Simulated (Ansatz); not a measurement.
The parent structure is TiO$_{2}$ in the rutile structure (space group P4_2/mnm, No. 136; a = 4.591 Å, c = 2.939 Å).

Level of theory: PBEsol, PAW, 420 eV (Ansatz, a program for electronic structure; no SOC).

Before the change:

- Lattice parameter a = 4.591 Å
- Largest site moment = 0.00 μB

It is then changed as follows: every Ti is replaced by V; the structure is relaxed again.

Tabulated Pauling electronegativity and covalent radius: Ti 1.54, 1.60 Å; V 1.63, 1.53 Å.

Question: What happens to the lattice parameter a?

Answer: The lattice parameter a shrinks by 0.055 Å, from 4.591 Å to 4.536 Å.

Question: What does the calculation give for the largest site moment after the change?

Answer: The largest site moment goes from zero to 0.79 μB.

Other magnetic orders, which the real material may have, were not ruled out. No phonon test of stability was made. No Hubbard U is applied, and correlation can decide whether such a compound is a metal. Spin-polarised in the final run: VO2; the other runs are not.
